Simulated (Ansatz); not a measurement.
All values below come from PBE (plane waves to 420 eV, PAW; Ansatz, an electronic-structure program).

Planar average of the electrostatic potential across the slab, in eV from the highest filled level, for the (111)A surface of zinc-blende GaAs, Ga-terminated, 2x2 Ga vacancy (bottom of the slab: 3 H on 4 bottom sites):

```csv
z (Å),V (eV)
3.86,4.48
4.16,4.48
4.45,4.48
4.75,4.48
5.05,4.48
5.34,4.48
5.64,4.48
5.94,4.48
6.23,4.48
6.53,4.47
6.83,4.45
7.12,4.40
7.42,4.29
7.72,4.03
8.02,3.26
8.31,2.24
8.61,1.95
8.91,0.84
9.20,-1.00
9.50,-2.12
9.80,-3.79
10.09,-5.44
10.39,-5.85
10.69,-4.22
10.98,-1.87
11.28,0.70
11.58,2.36
11.88,2.38
12.17,0.52
12.47,-1.20
12.77,-1.62
13.06,-3.31
13.36,-5.73
13.66,-6.00
13.95,-3.95
14.25,-1.95
14.55,0.48
14.84,2.36
15.14,2.59
15.44,0.99
15.73,-0.95
16.03,-1.41
16.33,-2.69
16.62,-5.26
16.92,-6.10
17.22,-4.33
17.52,-2.45
17.81,-0.25
18.11,1.80
18.41,2.19
18.70,0.71
19.00,-2.71
19.30,-4.46
19.59,-4.53
19.89,-4.69
20.19,-4.10
20.48,-0.98
20.78,2.08
21.08,3.35
21.38,3.91
21.67,4.16
21.97,4.27
22.27,4.32
22.56,4.34
22.86,4.35
23.16,4.35
23.45,4.35
23.75,4.35
24.05,4.36
```

Set-up: 34 atoms, 12.3 Å thick at the start with caps and adatoms (thin: gaps and levels are the slab's own); mesh 3x3x1; 0.025 eV smearing; dipole correction on; 8 atoms held, the rest relaxed; held to the start's symmetry, so lower structures may exist; no spin, no spin-orbit, no U. It is one candidate, not shown to be the stable structure of the face.

The vacuum level lies 4.36 eV above the highest filled level over the top face and 4.48 eV above it under the bottom face.
